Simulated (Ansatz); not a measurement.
We consider L1₀ (CuAu-type) CuAu, described by PBE (Ansatz, a first-principles code, plane waves, PAW).

Run with plane-wave cutoff 520 eV, 20×20×16 k mesh (along the axes of the cell as run), Fermi–Dirac smearing 0.05 eV, no spin polarisation, scalar-relativistic PAW data made under PBE.

Energies at three volumes about the minimum:

| V (Å³/atom) | E − E_lowest (meV/atom) |
|---|---|
| 14.702 | 2.76 |
| 15.002 | 0.00 |
| 15.302 | 2.50 |

Fit a parabola by hand: where is the minimum, and what is the bulk modulus?

Slopes: (0.00 − 2.76)/(15.002 − 14.702) = -9.200 and (2.50 − 0.00)/(15.302 − 15.002) = 8.333 meV/Å³. Curvature E″ = 2 × (8.333 − (-9.200))/(15.302 − 14.702) = 58.443 meV/Å⁶. From the middle of the first interval, the slope vanishes at V0 = 14.8520 − (-9.200)/58.443 = 15.009 Å³/atom. B = V0 E″ = 15.009 × 58.443 meV/Å³ × 0.1602 GPa per meV/Å³ = 141 GPa. The full Birch–Murnaghan fit to all volumes gives V0 = 15.003 Å³/atom and B0 = 140 GPa.

Shape and atoms are relaxed at each volume.
